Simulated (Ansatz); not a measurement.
System: C-vacancy pair (C on one host N site, one N site vacant) in rock-salt TiN (neutral cell). The step: the C atom itself jumps into the vacancy (C-vacancy distance between ideal sites 3.00 Å throughout); the atom moves 2.97 Å along (0.00, 0.49, 0.49) of the unit cell; the moving atom starts with neighbours 2 Ti at 2.07, 4 Ti at 2.12 Å and ends with 2 Ti at 2.07, 4 Ti at 2.12 Å. A PBE band in Ansatz (plane-wave PAW, a 2×2×2 k-point mesh shifted by half a step, 64 host sites, 27 SCF runs with any check of the saddle's order, static, no finite-size correction) gives a forward barrier of 4.11 eV. The saddle point's order was not checked, and it lies on a symmetry element of the cell, where a band can be held. Forms of the defect that were not tried may lie lower. The order of the sites in energy changes with the mesh.

Single points at the band's start and saddle point can refine it. Rough cost of one point, in units of the band's mean SCF on the same machine:

| Level | Cost of one point |
|---|---|
| PBE, a 4×4×4 k-point mesh shifted by half a step | about 6 |
| r2SCAN at 500 eV, a 2×2×2 k-point mesh shifted by half a step | about 2 |

Q: Which of these move the barrier by more than 0.1 eV, and how far does each move it?

A: PBE, a 4×4×4 k-point mesh shifted by half a step: 0.00 eV; r2SCAN at 500 eV, a 2×2×2 k-point mesh shifted by half a step: +0.24 eV. Each functional is compared with PBE at the same k-points.

Ansatz is a program for electronic structure.
